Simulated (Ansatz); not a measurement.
Hypothetical fluorite MoS2: response to strain

Consider MoS2 in the fluorite structure (space group Fm-3m, No. 225; ferromagnetic; a hypothetical phase, not in the database extracts checked; relaxed with 0.1 eV smearing).

```
CELL_PARAMETERS angstrom
      0.00000     2.97289     2.97289
      2.97289     0.00000     2.97289
      2.97289     2.97289     0.00000
ATOMIC_POSITIONS crystal
  Mo 0.00000 0.00000 0.00000
  S  0.25000 0.25000 0.25000
  S  0.75000 0.75000 0.75000
```

Cartesian axes are those of the cell as printed.

Strains are applied to the cell and any free atomic positions relax; under biaxial strain the out-of-plane vector relaxes too; under stress the whole cell relaxes.

Levels (all Ansatz, an electronic-structure program, PAW): PBE (420 eV, no spin-orbit coupling); PBEsol (420 eV, no SOC).

The base cell above is that of PBE; each level relaxes its own structures.

Notes on the quantities. energy relative to the base: free energy F.

| case | energy relative to the base, PBE | energy relative to the base, PBEsol |
|---|---|---|
| biaxial strain +1.41 %, plane normal [001], relaxed out of plane | +5.1 meV/atom | +4.4 meV/atom |
| isotropic strain +2.22 % | +27 meV/atom | +27 meV/atom |
| uniaxial strain ε_yy = −0.20 % | 0.0 meV/atom | 0.0 meV/atom |
| uniaxial stress, 1 GPa compression along z | +0.3 meV/atom | +0.4 meV/atom |
| tensor shear ε_xz = +3.12 % | +6.0 meV/atom | +4.2 meV/atom |
| tensor shear ε_yz = −1.61 % | +1.6 meV/atom | +1.1 meV/atom |

The two levels differ by at most about 1.8 meV/atom. Near ties aside, they put the cases in the same order.

Other magnetic orders, which the real material may have, were not ruled out. Stability under load was not tested beyond the relaxation.
